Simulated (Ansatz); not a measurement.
A computed series for Ta: response to strain

Base system: Ta in the bcc (W type) structure (space group Im-3m, No. 229; a = 3.306 Å; relaxed with 0.1 eV smearing). Axes: x, y, z lie along the cube axes.

Strains are applied to the cell and any free atomic positions relax; under biaxial strain the out-of-plane vector relaxes too.

The values are results of r2SCAN (Ansatz, a quantum-chemistry and plane-wave program; PAW; 500 eV plane waves; no spin-orbit coupling), not measurements.

Notes on the quantities. energy relative to the base: free energy F; in-plane stress: mean in-plane stress (compression positive).

| variant | energy relative to the base | out-of-plane strain | in-plane stress |
|---|---|---|---|
| base | 0 meV/atom | – | – |
| biaxial strain +0.50 %, plane normal [001], relaxed out of plane | +0.7 meV/atom | -0.60 % | -1.2 GPa |
| biaxial strain +1.00 %, plane normal [001], relaxed out of plane | +2.6 meV/atom | -1.20 % | -2.3 GPa |
| biaxial strain +1.50 %, plane normal [001], relaxed out of plane | +5.7 meV/atom | -1.80 % | -3.3 GPa |
| biaxial strain +2.00 %, plane normal [001], relaxed out of plane | +10 meV/atom | -2.40 % | -4.2 GPa |
| biaxial strain +2.50 %, plane normal [001], relaxed out of plane | +15 meV/atom | -3.03 % | -5.0 GPa |
| biaxial strain +3.00 %, plane normal [001], relaxed out of plane | +21 meV/atom | -3.69 % | -5.7 GPa |

Whether these cells are dynamically stable was not tested. All final runs are without spin polarisation.
